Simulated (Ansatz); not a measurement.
Hexagonal WC, treated with r²SCAN+rVV10 (plane waves, PAW; Ansatz, a quantum-chemistry and plane-wave program).

Run with plane-wave cutoff 600 eV, 18×18×16 k mesh (along the axes of the cell as run), Fermi–Dirac smearing 0.1 eV, finite displacements, no spin polarisation, scalar-relativistic PAW data made under PBE.

Computed at the level's own relaxed cell.

Harmonic phonon frequencies (cm⁻¹; i marks an imaginary mode):

```
q point              frequencies
-------  -----------------------
Γ                              ?
M        172 190 269 613 644 708
A        179 179 289 541 541 761
L        214 234 250 645 677 696
```

Problem. Some entries are withheld; supply them.

Solution. 
- Γ, frequencies: 0 0 0 578 624 624

No imaginary mode appears at these points.
